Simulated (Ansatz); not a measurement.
An Ansatz (a program for electronic structure) run: RuB2 with a change (B → Be); PBEsol (Ansatz), spin-orbit coupling left out.

Input:

Ansatz 0.2 input:
```yaml
crystal:
  lattice:
    - [3.1923682404, 0, 0]
    - [0, 4.3859596037, 0]
    - [0, 0, 4.4480657597]
  atoms:
    - { symbol: Be, position: [0, 0.7561940004, 0.3607115992] }
    - { symbol: Be, position: [0, 0.2438059996, 0.3607115992] }
    - { symbol: Be, position: [0.5, 0.7438059996, 0.6392884008] }
    - { symbol: Be, position: [0.5, 0.2561940004, 0.6392884008] }
    - { symbol: Ru, position: [0, 0, 0.892990684] }
    - { symbol: Ru, position: [0.5, 0.5, 0.107009316] }
basis: { ecutwfc: 420, ecutrho_ratio: 4, xc_grid: 2, fft_grid_basis: typed }
kpoints: { mp_grid: { grid: [15, 11, 11] } }
hamiltonian:
  xc: pbesol
  dispersion: none
  pseudopotentials: { kind: paw }
scf: { occupations: { method: fermi_dirac, width: 0.05 }, convergence: { dr2_threshold: 0.0000000006 } }
output: { forces: true, stress: true }
checkpoint: { write: state.ck, write_every: 1000 }
```

Output (explanatory and most iteration lines left out):

```
Pseudopotential: Be, paw, valence charge 2
Pseudopotential: Ru, paw, valence charge 16
Crystal: 6 atoms, lattice volume = 62.280 Å³
Basis set: ecut = 420 eV, 1227 PW (Γ), exchange–correlation on 48×60×60 points (8 copies of the dense FFT grid, shifted against one another)
Bands: 26, of which v1, the nominal top of the filled ones, is band 20 counted from 1 (19 counted from 0)
Symmetry: 8 space group operations
Space group: Pmmn (ITA 59), of the structure as read, at distance tolerance 4.0e-5 Å
k-points: 288 of 1815
Functional: x = pbesol(κ = 0.804, μ = 0.12345679012345678), c = pbesol(β = 0.046)
SCF iter   1: F=—  HF=-11993.504991 eV  |F-HF|=—  |Δ(HF+E_count)|=         —  Δρ=1.72e-2  dr2=1.56e-1  ethr=1.77e-3  ⟨swp⟩=6.1  Hψ=34950  notcnv=0  defer=1
SCF iter   2: F=—  HF=-11993.481053 eV  |F-HF|=—  |Δ(HF+E_count)|=   2.39e-2  Δρ=6.97e-3  dr2=3.11e-2  ethr=3.90e-4  ⟨swp⟩=1.9  Hψ=10643  notcnv=0  defer=36
SCF 1 converged in 9 iterations: F = -11993.476276 eV  dr2 = 3.40e-11
SCF converged after 9 iterations
Free energy (F): -11993.476276 eV
Internal energy: -11993.451697 eV  (E = F + TS)
E sigma→0 (E₀):  -11993.463987 eV
Entropy (-TS):   -0.024579 eV (-4.096 meV/atom)
Fermi energy:    13.164132 eV
--- Forces (eV/Å), atoms counted from 1 ---
  atom   1  Be     0.00000000    -0.00024335     0.00037020
  atom   2  Be     0.00000000     0.00024335     0.00037020
  atom   3  Be     0.00000000     0.00024335    -0.00037020
  atom   4  Be     0.00000000    -0.00024335    -0.00037020
  atom   5  Ru     0.00000000     0.00000000    -0.00012680
  atom   6  Ru     0.00000000     0.00000000     0.00012680
--- Stress (GPa, compression-positive) ---
       -0.003363       0.000000       0.000000
        0.000000      -0.001620       0.000000
        0.000000       0.000000      -0.003153
  P = ⅓ Tr σ = -0.0027 GPa (-0.027 kbar)
```

Stability against distortions was not tested. All final runs are without spin polarisation. The cell was made from RuB2 by this change: B → Be; the result is a hypothetical phase, not in the database extracts checked.
